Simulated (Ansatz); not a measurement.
**YN: pressure 0.3 GPa**

Consider YN in the rock salt structure (space group Fm-3m, No. 225; a = 4.906 Å).

The change: cell and atoms relaxed at a pressure of 0.3 GPa.

Method: PBE/PAW in Ansatz (an electronic-structure program), spin-orbit coupling left out. Γ-centred 12×12×12 mesh, Fermi–Dirac width 0.05 eV.

```csv
quantity,base,changed,shift
volume per atom,14.76 Å³,14.73 Å³,-0.03 Å³
density,5.79 g/cm³,5.80 g/cm³,+0.01 g/cm³
lattice parameter a,4.906 Å,4.903 Å,-0.003 Å
shortest interatomic distance,2.453 Å,2.451 Å,-0.002 Å
band gap,0.21 eV,0.21 eV,0.00 eV
gap character,"indirect, Γ → X","indirect, Γ → X",–
smallest direct gap,0.61 eV,0.60 eV,-0.004 eV
width of the top valence band,2.22 eV,2.22 eV,0.00 eV
electron mass,"1.3 mₑ along k, 0.11 mₑ across (at X)","1.3 mₑ along k, 0.11 mₑ across (at X)",–
"hole mass (degenerate bands, along [100])","0.17, 1.0, 1.0 mₑ (at Γ)","0.17, 1.0, 1.0 mₑ (at Γ)",–
```

Cost of the whole job for the changed cell (relaxation, final SCF and bands): very roughly 12 core-seconds.

Load acts through the strain it causes; cell and atoms are relaxed under it. Effective masses come from finite differences of ±0.01 Å⁻¹. Along k means along the line from Γ to the band edge. Stability against distortions was not tested. The base started in Pnma and relaxed to Fm-3m at this level. The zero or small gap of YN can change with the level of theory.
